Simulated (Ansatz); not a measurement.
## MgGaNO (model structure, started from the AlSiCN type, P3m1, No. 156, 4 atoms in the cell)

Calculation: PBEsol+SOC (Ansatz, a first-principles code, plane waves, PAW).

Settings: plane-wave cutoff 520 eV, 12×12×8 k mesh (along the axes of the cell as run), Fermi–Dirac smearing 0.01 eV, PAW data made under PBE.

Cell (relaxed with PBEsol):

```
CELL_PARAMETERS angstrom
      3.23521     0.00000     0.00000
     -1.61761     2.80178     0.00000
      0.00000     0.00000     5.16346
ATOMIC_POSITIONS crystal
  Ga 0.33333 0.66667 0.50680
  Mg 0.66667 0.33333 0.00930
  O  0.33333 0.66667 0.12874
  N  0.66667 0.33333 0.60516
```

| Item | Value |
|---|---|
| band gap | 2.06 eV (direct) |

Note: the relaxation could raise the start's symmetry but not lower it, so the cell can be a saddle point.

Computed values are for the static lattice.

Cost on a shared machine: roughly 40 core-seconds.

A model structure was made by putting elements into a prototype or built by hand; it is no filed structure, need not be a known phase, and can be a saddle point held by its symmetry.
